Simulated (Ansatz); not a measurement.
# BaTiO3: strain along the normal

BaTiO3 (cubic perovskite, Pm-3m, 12.513 Å³/atom at rest) under an equal strain ε in the (001) plane with the normal axis free, as in a coherent film. PBEsol in Ansatz, a plane-wave DFT program (PAW, default set), 420 eV, 8×8×8 Γ-centred mesh, Fermi-Dirac smearing 0.05 eV; ions are relaxed within the symmetry of each cell.

Here s stands for strain and y for normal strain.

```csv
strain (%),normal strain (%)
-1.20,0.86
-0.60,0.42
0.00,0.00
0.60,-0.41
1.20,-0.81
3.00,?
```

The 5 complete rows are fitted with a straight line, y against s. Means: s 0, y 0.012. About the means, the sum of products is -2.5020 and the sum of squares of s is 3.6000; the slope is their ratio. Least squares gives y = 0.012 - 0.6950·s. Residuals (row less fit): 0.014, -0.009, -0.012, -0.005, 0.012; standard error 0.014 (degrees of freedom: 3). The slope, -0.69 ± 0.01, is the elastic response of the normal axis, −2C12/C11 for this plane.

Question: Estimate the missing y (s = 3.00); what did the run itself give?

Answer: y = 0.012 - 0.6950 × 3.0 = -2.073%. The calculation gives -1.90%, 0.173% above the prediction (6.3 % of the range of y in the table). The row lies outside the fitted rows, so this is an extrapolation. From the scatter of the fitted rows alone, a prediction at this place has a standard error of 0.027%, so the miss is 6.4 times that.

One order more, fitted to all 11 runs of the series, follows each within 0.01, so the miss is the next term of a smooth law. The primitive cell can neither tilt nor turn polar against its symmetry, as such crystals can under strain. BaTiO3 is here the ideal cubic form; the compound distorts at low or room temperature. Rows are the converged runs of the series near zero and its far end; series whose fitted rows scatter by over a few per cent of the range, as at a crossing or softening among them, aren't shown in this form. Most that stay on the fit to the last digits aren't either.
